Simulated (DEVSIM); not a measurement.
Si n+/n-/n+ resistor

System: Si n+/n-/n+ resistor, at 250 K.

```
layer (left to right)  material  thickness (μm)  Nd (cm⁻³)  τn (s)  τp (s)
---------------------  --------  --------------  ---------  ------  ------
1                            Si           0.110       4e17    1e-7    1e-7
2                            Si           0.830     7.2e15    1e-7    1e-7
3                            Si           0.240     5.4e18    1e-7    1e-7
```

Left contact: ohmic. Right contact: ohmic. Voltage is applied to the left contact. Recombination: SRH at mid-gap, Auger. Mobility is μmin + (μ − μmin)/(1 + (N/Nref)^α).

This is a model device: material constants are rounded textbook-type values typed into the input, and sizes, dopings and lifetimes were drawn at random. Values at 300 K; Nc and Nv go as T^1.5, mobilities as T to minus their exponent, the gap by Varshni's rule with the affinity fixed.

```tsv
parameter	Si
gap (eV)	1.124
affinity (eV)	4.05
permittivity	11.7
Nc (cm⁻³)	2.86e19
Nv (cm⁻³)	3.1e19
μn (cm²/Vs)	1417
μp (cm²/Vs)	470
μn,min	52
μp,min	45
Nref,n	9.7e16
Nref,p	2.2e17
αn	0.68
αp	0.72
T exponent of μn	2.3
T exponent of μp	2.2
Cn (cm⁶/s)	2.8e-31
Cp (cm⁶/s)	9.9e-32
Varshni α (eV/K)	0.000473
Varshni β (K)	636
```

Simulated with DEVSIM: 1D drift-diffusion, Boltzmann statistics, complete ionisation; no tunnelling, impact ionisation, image-force lowering or self-heating.

Dark forward current:

```json
[
 {"V (V)": "0.05", "J (A/cm²)": "1500"},
 {"V (V)": "0.20", "J (A/cm²)": "6000"},
 {"V (V)": "0.35", "J (A/cm²)": "11000"},
 {"V (V)": "0.50", "J (A/cm²)": "15000"},
 {"V (V)": "0.65", "J (A/cm²)": "20000"},
 {"V (V)": "0.80", "J (A/cm²)": "25000"},
 {"V (V)": "0.95", "J (A/cm²)": "29000"},
 {"V (V)": "1.10", "J (A/cm²)": "34000"},
 {"V (V)": "1.25", "J (A/cm²)": "39000"},
 {"V (V)": "1.40", "J (A/cm²)": "45000"},
 {"V (V)": "1.55", "J (A/cm²)": "50000"},
 {"V (V)": "1.70", "J (A/cm²)": "55000"},
 {"V (V)": "1.85", "J (A/cm²)": "61000"},
 {"V (V)": "2.00", "J (A/cm²)": "67000"}
]
```
